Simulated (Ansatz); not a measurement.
Subject: the energy of the reaction as written. Reaction: 1/3 cell B + 1/3 cell C → cell A. Negative: the products are lower in energy.

Cell A: a slab of TiAl (P4/mmm) cut along (101), 9 atoms, rectangular cell of 2.82 × 4.96 Å (14.0 Å²), symmetry Pm, 8.8 Å thick under 16 Å of vacuum, in-plane vectors held at the crystal's; planes from bottom to top: TiAl × 4 | Cl; added, foreign or displaced atoms, above the top plane: Cl bound to 2 Ti at 2.44 Å and 1 Al at 2.52 Å; spin state with PBE: run without spin, k-point mesh 16×9×1.
```yaml
crystal:
  lattice:
    - [2.82370, 0.00000, 0.00000]
    - [0.00000, 4.95814, 0.00000]
    - [0.00000, 0.00000, 24.57237]
  atoms:
    - { symbol: Ti, position: [0.50000, 0.19563, 0.32857] }
    - { symbol: Al, position: [0.00000, 0.69169, 0.32225] }
    - { symbol: Ti, position: [0.50000, 0.87462, 0.41943] }
    - { symbol: Al, position: [0.00000, 0.37636, 0.41951] }
    - { symbol: Ti, position: [0.50000, 0.55645, 0.51468] }
    - { symbol: Al, position: [0.00000, 0.05656, 0.51340] }
    - { symbol: Ti, position: [0.50000, 0.22469, 0.60851] }
    - { symbol: Al, position: [0.00000, 0.74923, 0.60545] }
    - { symbol: Cl, position: [0.00000, 0.40438, 0.68066] }
```

Cell B: a slab of TiAl (P4/mmm) cut along (101), 17 atoms, rectangular cell of 2.82 × 9.92 Å (28.0 Å²), symmetry Pm, 8.9 Å thick under 16 Å of vacuum, in-plane vectors held at the crystal's; planes from bottom to top: Ti2Al2 × 4 | Cl; added, foreign or displaced atoms, above the top plane: Cl bound to 2 Ti at 2.42 Å and 1 Al at 2.56 Å; spin state with PBE: run without spin, k-point mesh 16×5×1.
```yaml
crystal:
  lattice:
    - [2.82370, 0.00000, 0.00000]
    - [0.00000, 9.91628, 0.00000]
    - [0.00000, 0.00000, 24.57237]
  atoms:
    - { symbol: Ti, position: [0.50000, 0.59656, 0.32662] }
    - { symbol: Al, position: [0.00000, 0.34556, 0.32246] }
    - { symbol: Ti, position: [0.50000, 0.43799, 0.41911] }
    - { symbol: Al, position: [0.00000, 0.18952, 0.42173] }
    - { symbol: Ti, position: [0.50000, 0.27917, 0.51778] }
    - { symbol: Al, position: [0.00000, 0.02783, 0.51645] }
    - { symbol: Ti, position: [0.50000, 0.11243, 0.61139] }
    - { symbol: Al, position: [0.00000, 0.86490, 0.60747] }
    - { symbol: Ti, position: [0.50000, 0.09913, 0.33027] }
    - { symbol: Al, position: [0.00000, 0.84747, 0.32203] }
    - { symbol: Ti, position: [0.50000, 0.93916, 0.42039] }
    - { symbol: Al, position: [0.00000, 0.68857, 0.41705] }
    - { symbol: Ti, position: [0.50000, 0.77723, 0.51033] }
    - { symbol: Al, position: [0.00000, 0.52802, 0.51157] }
    - { symbol: Ti, position: [0.50000, 0.61901, 0.60172] }
    - { symbol: Al, position: [0.00000, 0.38080, 0.61038] }
    - { symbol: Cl, position: [0.00000, 0.19819, 0.68375] }
```

Cell C: a slab of TiAl (P4/mmm) cut along (101), 10 atoms, rectangular cell of 2.82 × 4.96 Å (14.0 Å²), symmetry Pm, 8.8 Å thick under 16 Å of vacuum, in-plane vectors held at the crystal's; planes from bottom to top: TiAl × 4 | Cl2, its two faces unlike (dipole correction applied); added, foreign or displaced atoms, above the top plane: Cl bound to 1 Al at 2.33 Å and 2 Ti at 2.39 Å; Cl bound to 1 Ti at 2.43 Å and 2 Al at 2.50 Å; spin state with PBE: run without spin, k-point mesh 16×9×1.
```yaml
crystal:
  lattice:
    - [2.82370, 0.00000, 0.00000]
    - [0.00000, 4.95814, 0.00000]
    - [0.00000, 0.00000, 24.57237]
  atoms:
    - { symbol: Ti, position: [0.50000, 0.19266, 0.32814] }
    - { symbol: Al, position: [0.00000, 0.69034, 0.32239] }
    - { symbol: Ti, position: [0.50000, 0.87767, 0.41990] }
    - { symbol: Al, position: [0.00000, 0.37720, 0.41884] }
    - { symbol: Ti, position: [0.50000, 0.55661, 0.51469] }
    - { symbol: Al, position: [0.00000, 0.05486, 0.51367] }
    - { symbol: Ti, position: [0.50000, 0.22312, 0.60599] }
    - { symbol: Al, position: [0.00000, 0.73420, 0.60622] }
    - { symbol: Cl, position: [0.00000, 0.40818, 0.67477] }
    - { symbol: Cl, position: [0.50000, 0.91090, 0.68230] }
```

Plane-wave PAW calculations with Ansatz (an electronic-structure program), its default PAW set, cutoff 420 eV, 500 eV for r2SCAN. The structures are at rest with PBE, within the held lattices; other levels are single points on them. Neutral cells; Fermi-Dirac smearing of at most 0.10 eV in the solids, energies taken to zero width. The lattices are those relaxed with PBE, so at other levels the solids can be strained, which adds to the spread. A dispersion term (D3(BJ), or D4 for r2SCAN) was computed beside these levels and is taken off wherever the name lacks it. No zero-point or thermal terms. The structures are the rest points that the relaxations reached, not proven lowest. No correction for cell size. The cells' k-point meshes differ in density, so the last digit is unsettled. Cell A has symmetry Pm and got no random move, so less symmetric positions, which may lie lower, weren't tried. Cell B has symmetry Pm and got no random move, so less symmetric positions, which may lie lower, weren't tried. Cell C has symmetry Pm and got no random move, so less symmetric positions, which may lie lower, weren't tried.

Predict the value from PBE.

-0.67 eV, for 1/3 cell B + 1/3 cell C → cell A.

How does the value move with the functional?


| Method | value (eV) | less PBE |
|---|---|---|
| r2SCAN | -0.69 | -0.02 |

The levels span only 0.02 eV, too little to tell them apart.
